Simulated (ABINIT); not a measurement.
Band structure of Sr (Fm-3m, 1 atom in the cell).

```
Sr
1.0
    0.00000     2.97586     2.97586
    2.97586     0.00000     2.97586
    2.97586     2.97586     0.00000
Sr
1
Direct
  0.00000   0.00000   0.00000
```

Computed with PBE, norm-conserving pseudopotentials (PseudoDojo nc-sr-05 PBE standard) (plane waves; ABINIT).

Settings: pseudos = [Sr.upf]; ecut = 68 Ry; ixc = 11; occopt = 3; tsmear = 0.1 eV; ngkpt = 8 8 8; nshiftk = 1; shiftk = 0 0 0; potentials = PseudoDojo nc-sr-05 PBE standard; kptopt = 1; nstep = 80; tolvrs1 = 1e-11; ndtset = 2.

The starting cell has typed, rounded lattice constants, without a prior relaxation at this level. Its lattice was rescaled by a random factor within 2.5 % of one.

Levels in eV from the Fermi level, bands 2 to 9:
| point | 2 | 3 | 4 | 5 | 6 | 7 | 8 | 9 |
|---|---|---|---|---|---|---|---|---|
| Γ | -18.37 | -18.37 | -18.37 | -3.68 | 2.43 | 2.43 | 2.43 | 3.97 |
| X | -18.58 | -18.45 | -18.45 | -0.65 | 0.35 | 1.17 | 5.07 | 5.38 |
| W | -18.51 | -18.51 | -18.45 | 0.07 | 0.69 | 0.69 | 2.38 | 5.39 |
| K | -18.54 | -18.50 | -18.43 | -0.09 | 0.26 | 0.92 | 3.56 | 4.08 |
| L | -18.59 | -18.40 | -18.40 | -1.11 | 0.14 | 2.26 | 2.26 | 5.06 |
| U | -18.54 | -18.50 | -18.43 | -0.09 | 0.26 | 0.92 | 3.56 | 4.08 |

Bands cross the Fermi level along this path, so the cell is metallic at this level.
